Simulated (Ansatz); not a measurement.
A relaxation of the atoms of YZnCuP₂ (P3m1, 5 atoms in the cell) with Ansatz (an electronic-structure program).

Method of the run: LDA (PW92), default PAW files made with PBE (plane waves; Ansatz).

The change in words: one atom moved by 0.15 angstrom; relax: default → atoms; relax.f_tol: default → 0.03 eV/Å. Reference geometry:
```
CELL_PARAMETERS angstrom
      3.97527     0.00000     0.00000
     -1.98763     3.44268     0.00000
      0.00000     0.00000     6.56420
ATOMIC_POSITIONS crystal
  Y  0.33333 0.66667 0.98454
  Zn 0.00000 0.00000 0.37651
  Cu 0.66667 0.33333 0.63951
  P  0.66667 0.33333 0.25670
  P  0.00000 0.00000 0.74274
```

Reference input (self-consistent single point, DFT, LDA (PW92), plane waves, default PAW files made with PBE): basis.ecutwfc = 420 eV; kpoints.mp_grid.grid = 7 7 4; hamiltonian.xc = lda; hamiltonian.pseudopotentials = {kind: paw} (the program's default PAW files); scf.occupations.method = gaussian; scf.occupations.width = 0.1 eV. This run's input differs from it in these lines:

```diff
@@ -6,3 +6,3 @@
   atoms:
-    - { symbol: Y, position_ang: [-0.00000232, 2.29512315, 6.46271550] }
+    - { symbol: Y, position_ang: [-0.00000232, 2.29512315, 6.61271399] }
     - { symbol: Zn, position_ang: [0.00000000, 0.00000000, 2.47148619] }
@@ -24,2 +24,4 @@
     width: 0.1
+relax:
+  f_tol: 0.03
 output:
```

Log, with long lists cut:

```
   [... SCF lines of the steps left out ...]
relax step   1: F+E_penalty+E_count = -15003.36653389 eV  Δ(F+E_penalty+E_count) = +0.000e0 eV  max|allowed force component| = 1.240e0 eV/Å  Δτ_max = 0.0000 Å  (7 SCF iters, dr2 threshold 2.25e-5 eV, accepted)
relax step   2: F+E_penalty+E_count = -15003.43703183 eV  Δ(F+E_penalty+E_count) = -7.050e-2 eV  max|allowed force component| = 7.011e-1 eV/Å  Δτ_max = 0.1950 Å  (7 SCF iters, dr2 threshold 9.61e-5 eV, accepted)
relax step   3: F+E_penalty+E_count = -15003.45155413 eV  Δ(F+E_penalty+E_count) = -1.452e-2 eV  max|allowed force component| = 3.958e-1 eV/Å  Δτ_max = 0.0690 Å  (6 SCF iters, dr2 threshold 3.07e-5 eV, accepted)
relax step   4: F+E_penalty+E_count = -15003.46735336 eV  Δ(F+E_penalty+E_count) = -1.580e-2 eV  max|allowed force component| = 1.118e-1 eV/Å  Δτ_max = 0.0548 Å  (6 SCF iters, dr2 threshold 4.99e-5 eV, accepted)
relax step   5: F+E_penalty+E_count = -15003.46881028 eV  Δ(F+E_penalty+E_count) = -1.457e-3 eV  max|allowed force component| = 1.054e-2 eV/Å  Δτ_max = 0.0142 Å  (6 SCF iters, dr2 threshold 9.97e-7 eV, accepted)
relax step   6: F+E_penalty+E_count = -15003.46881029 eV  Δ(F+E_penalty+E_count) = -7.924e-9 eV  max|allowed force component| = 1.053e-2 eV/Å  Δτ_max = 0.0000 Å  (6 SCF iters, accepted)
the relaxation is at rest under the 6 symmetry operations that the run kept from its start: a minimum is not shown …
Free energy (F): -15003.468810 eV
Internal energy: -15003.466901 eV  (E = F + TS)
E sigma→0 (E₀):  -15003.467856 eV
Entropy (-TS):   -0.001910 eV (-0.382 meV/atom)
Fermi energy:    10.830996 eV
--- Forces (eV/Å), atoms counted from 1 ---
  atom   1  Y      0.00000000    -0.00000000     0.00180269
  atom   2  Zn     0.00000000    -0.00000000     0.01052639
  atom   3  Cu    -0.00000000     0.00000000    -0.00623455
  atom   4  P      0.00000000     0.00000000    -0.00767302
  atom   5  P      0.00000000     0.00000000     0.00156986
--- Stress (GPa, compression-positive) ---
   [... lines left out ...]
    - { symbol: Zn, position: [-1.3234889800848443e-23, 5.921190435226087e-17, 0.3781978997418407] }
    - { symbol: Cu, position: [0.6666666666666667, 0.33333333333333337, 0.6503491564867313] }
    - { symbol: P, position: [0.6666666666666667, 0.33333333333333337, 0.26189658737485294] }
    - { symbol: P, position: [-1.3234889800848443e-23, 5.921190435226087e-17, 0.7448121061818206] }
```

The run converged.  The full log also holds: “iter 5 did not close the SCF: its close was put off for the readings that it lacked (scf_convergence_deferred on its scf_iter line)”. The full log also holds: “iter 5 did not close the SCF: its close was put off for the readings that it lacked (scf_convergence_deferred on its scf_iter line)”.

Summary of the result:
Free energy E − TS (on the zero of these files): -15003.4688 eV
Fermi level (on the code's own zero): 10.83 eV
Pressure: -6.95 GPa
Largest force (vector length): 0.011 eV/Å
Relaxation steps: 6

The starting cell comes from a database of computed structures (which also holds hypothetical and non-ambient phases and stackings), without a prior relaxation at this level. Its lattice was rescaled by up to half a per cent. For this run, on top of that: one atom moved by 0.15 angstrom. Spin polarisation is off. The relaxation keeps the symmetry of its start, so its end need not be a minimum. Ansatz's pressure includes its estimate of the finite-basis (Pulay) stress.

Cost on one core of a shared machine: roughly 50 s.

Keys are those of Ansatz 0.2.
